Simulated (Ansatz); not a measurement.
Input and output of a self-consistent single point for LaCuSeO (P4/nmm, 8 atoms in the cell) (Ansatz, an electronic-structure program)

Level of theory: LDA (PW92), default PAW files made with PBE (plane waves; Ansatz).

The input file:

Ansatz 0.2 input:
```yaml
# LaCuSeO
crystal:
  lattice:
    - [4.081719, 0.000000, 0.000000]
    - [0.000000, 4.081719, 0.000000]
    - [0.000000, 0.000000, 8.851014]
  atoms:
    - { symbol: La, position_ang: [0.000000, 2.040859, 7.611695] }
    - { symbol: La, position_ang: [2.040859, 0.000000, 1.239319] }
    - { symbol: Cu, position_ang: [2.040859, 2.040859, 4.425507] }
    - { symbol: Cu, position_ang: [0.000000, 0.000000, 4.425507] }
    - { symbol: Se, position_ang: [0.000000, 2.040859, 2.927827] }
    - { symbol: Se, position_ang: [2.040859, 0.000000, 5.923187] }
    - { symbol: O, position_ang: [2.040859, 2.040859, 0.000000] }
    - { symbol: O, position_ang: [0.000000, 0.000000, 0.000000] }
basis:
  ecutwfc: 420.0
kpoints:
  mp_grid:
    grid: [6, 6, 3]
hamiltonian:
  xc: lda
  pseudopotentials:
    kind: paw
scf:
  occupations:
    method: fermi_dirac
    width: 0.05
output:
  forces: true
  eigenvalues: true
  stress: true
```

Output (repeated stretches shortened):

```
WARN ansatz: RAYON_NUM_THREADS=1 ignored (pool sized by the plan → 1); use --threads N
Pseudopotentials: kind: paw
Pseudopotential: La, paw, valence charge 11
Pseudopotential: Cu, paw, valence charge 19
Pseudopotential: Se, paw, valence charge 16
Pseudopotential: O, paw, valence charge 6
Crystal: 8 atoms, lattice volume = 147.462 Å³
Basis set: ecut = 420 eV, 2901 PW (Γ)
Bands: 63, of which v1, the nominal top of the filled ones, is band 52 counted from 1 (51 counted from 0)
Symmetry: 16 space group operations
Space group: P4/nmm (ITA 129), of the structure as read, at distance tolerance 5.3e-5 Å
k-points: 20 of 108
PAW frozen core: La, regenerated for the run's functional, and the local potential with it
PAW frozen core: Cu, regenerated for the run's functional, and the local potential with it
PAW frozen core: Se, regenerated for the run's functional, and the local potential with it
PAW frozen core: O, regenerated for the run's functional, and the local potential with it
Initial density: superposition of atomic densities (neutral atoms: chi_scale 0, normalization atom), corrected by the library's trained network
Initial wavefunctions: pseudopotential atomic-orbital guess
Eigensolver: davidson
Functional: x = slater, c = lda
SCF iter   1: F=—  HF=-37151.946260 eV  |F-HF|=—  |Δ(HF+E_count)|=         —  Δρ=1.37e-2  dr2=2.07e-1  ethr=1.77e-3  ⟨swp⟩=6.7  Hψ=4475  notcnv=0
all-band conjugate gradients solve this SCF's bands
preconditioner: auto → Resta (q_TF=auto, 2.574 Å⁻¹)
SCF iter   2: F=—  HF=-37151.914932 eV  |F-HF|=—  |Δ(HF+E_count)|=   3.13e-2  Δρ=7.32e-3  dr2=6.07e-2  ethr=1.99e-4  ⟨swp⟩=3.0  Hψ=2729  notcnv=0  defer=71
SCF iter   3: F=—  HF=-37151.901946 eV  |F-HF|=—  |Δ(HF+E_count)|=   1.30e-2  Δρ=3.99e-3  dr2=1.06e-2  ethr=5.84e-5  ⟨swp⟩=2.1  Hψ=2366  notcnv=0  defer=71
SCF iter   4: F=—  HF=-37151.900169 eV  |F-HF|=—  |Δ(HF+E_count)|=   1.78e-3  Δρ=1.44e-3  dr2=2.26e-3  ethr=1.02e-5  ⟨swp⟩=2.0  Hψ=1796  notcnv=0  defer=71
SCF iter   5: F=—  HF=-37151.899823 eV  |F-HF|=—  |Δ(HF+E_count)|=   3.46e-4  Δρ=3.26e-4  dr2=1.29e-4  ethr=2.17e-6  ⟨swp⟩=2.0  Hψ=1946  notcnv=0  defer=71
SCF iter   6: F=—  HF=-37151.899819 eV  |F-HF|=—  |Δ(HF+E_count)|=   4.24e-6  Δρ=8.67e-5  dr2=1.32e-5  ethr=1.24e-7  ⟨swp⟩=1.8  Hψ=1489  notcnv=0  defer=71
SCF iter   7: F=—  HF=-37151.899822 eV  |F-HF|=—  |Δ(HF+E_count)|=   2.80e-6  Δρ=2.41e-5  dr2=7.94e-7  ethr=1.27e-8  ⟨swp⟩=2.0  Hψ=2143  notcnv=0  defer=71
SCF iter   8: F=-37151.899822 eV  HF=-37151.899822 eV  |F-HF|=2.13e-8  |Δ(HF+E_count)|=   5.19e-8  Δρ=5.56e-6  dr2=5.95e-8  ethr=9.62e-11  ⟨swp⟩=10.8  Hψ=6151  notcnv=0
SCF 1 converged in 8 iterations: F = -37151.899822 eV  dr2 = 5.95e-8
SCF converged after 8 iterations
Free energy (F): -37151.899822 eV
Harris-Foulkes:  -37151.899822 eV  (|F-HF|=2.13e-8)
Internal energy: -37151.899822 eV  (E = F + TS)
E sigma→0 (E₀):  -37151.899822 eV
Entropy (-TS):   -0.000000 eV (-0.000 meV/atom)
Fermi energy:    12.129723 eV
--- Per-component energies (eV) ---
  E_band       = -1600.319699
  E_kinetic    = 1572.653846
  E_local      = -19410.606503  (includes V_loc(G=0)·N_el)
  E_nonlocal   = -68.934868
  E_hartree    = 8967.599024
  E_xc         = -806.158729
  E_vxc        = -908.262242  (∫ρ·V_xc dr)
  E_paw        = -17642.324017  (= ΣΔE_a)
  E_vpaw       = -720.394804  (= ΣTr[D̂ρ^β])
  E_aug_tail   = 0.004043  (compensation charges beyond the density's cutoff)
  E_ewald      = -9770.305938
  E_core_change = 6.173320  (= ΣΔE_core)
  E_smearing   = -0.000000  (= −TS)
  E_closure    = 0.000000  (closes the sum)
  Σ components = -37151.899822   (vs F -37151.899822, Δ=0.00e0)
--- Forces (eV/Å), atoms counted from 1 ---
  atom   1  La     0.00000000     0.00000000     0.48732382
  atom   2  La     0.00000000     0.00000000    -0.48732382
  atom   3  Cu     0.00000000     0.00000000     0.00000000
  atom   4  Cu     0.00000000     0.00000000     0.00000000
  atom   5  Se     0.00000000     0.00000000     0.42521109
  atom   6  Se     0.00000000     0.00000000    -0.42521109
  atom   7  O      0.00000000     0.00000000    -0.00000000
  atom   8  O      0.00000000     0.00000000     0.00000000
  max |Σ_I F_I| component: 5.55e-17 eV/Å
--- Stress (GPa, compression-positive) ---
       -8.137466       0.000000       0.000000
        0.000000      -8.137466       0.000000
        0.000000       0.000000      -7.251547
  P = ⅓ Tr σ = -7.8422 GPa (-78.422 kbar)
  The stress holds the Pulay correction. Without it, at fixed plane waves, as pw.x and ABINIT print it: P = -8.0881 GPa
--- Band table (eV; the first three rows and the last of 20) ---
  k-point 0: bands = ["-99.5896", "-99.5881", "-57.4417", "-57.4395", "-57.4335", "-57.4335", "-57.4212", "-57.4212", "-36.3628", "-36.3628", "-36.3627", "-36.3627", "-36.3599", "-36.3598", "-36.3594", "-36.3593", "-36.3589", "-36.3588", "-20.5870", [...]
  k-point 1: bands = ["-99.5896", "-99.5881", "-57.4417", "-57.4395", "-57.4335", "-57.4335", "-57.4212", "-57.4212", "-36.3628", "-36.3628", "-36.3627", "-36.3627", "-36.3599", "-36.3598", "-36.3594", "-36.3593", "-36.3589", "-36.3588", "-20.5870", [...]
  k-point 2: bands = ["-99.5895", "-99.5882", "-57.4416", "-57.4397", "-57.4327", "-57.4327", "-57.4220", "-57.4220", "-36.3628", "-36.3628", "-36.3627", "-36.3627", "-36.3598", "-36.3597", "-36.3593", "-36.3593", "-36.3589", "-36.3588", "-20.5634", [...]
  k-point 19: bands = ["-99.5888", "-99.5888", "-57.4406", "-57.4406", "-57.4347", "-57.4347", "-57.4202", "-57.4202", "-36.3629", "-36.3629", "-36.3627", "-36.3627", "-36.3595", "-36.3595", "-36.3592", "-36.3592", "-36.3589", "-36.3589", [...]
```

The run converged in 8 iterations.

The starting cell comes from a database of computed structures (which also holds hypothetical and non-ambient phases and stackings), without a prior relaxation at this level. Its lattice was rescaled by up to half a per cent. With a pressure of about -8 GPa the cell is away from its equilibrium volume at this level. Ansatz's pressure includes its estimate of the finite-basis (Pulay) stress.
